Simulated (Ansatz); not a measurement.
The parent structure is Be in the hcp (Mg type) structure (space group P6_3/mmc, No. 194).

```cif
data_Be2
_chemical_formula_sum 'Be2'
_space_group_name_H-M_alt 'P63/mmc'
_space_group_IT_number 194
_space_group_name_Hall '-P 6c 2c'
_cell_length_a 2.25712
_cell_length_b 2.25712
_cell_length_c 3.55289
_cell_angle_alpha 90.000
_cell_angle_beta 90.000
_cell_angle_gamma 120.000
loop_
_atom_site_label
_atom_site_type_symbol
_atom_site_symmetry_multiplicity
_atom_site_Wyckoff_symbol
_atom_site_fract_x
_atom_site_fract_y
_atom_site_fract_z
_atom_site_occupancy
Be1 Be 2 d 0.66667 0.33333 0.25000 1
```

Computed with PBEsol (Ansatz, a program for electronic structure), spin-orbit coupling left out.

For the base:

The volume per atom comes out as 7.84 Å³.

One thing is altered: Ca takes the place of Be on all its sites; the structure is relaxed again.

Task: Estimate the effect on the volume per atom.

Result: The volume per atom increases by 32.93 Å³ to 40.77 Å³.

Stability against distortions was not tested. This is not the structure that Ca has at room temperature and ambient pressure.
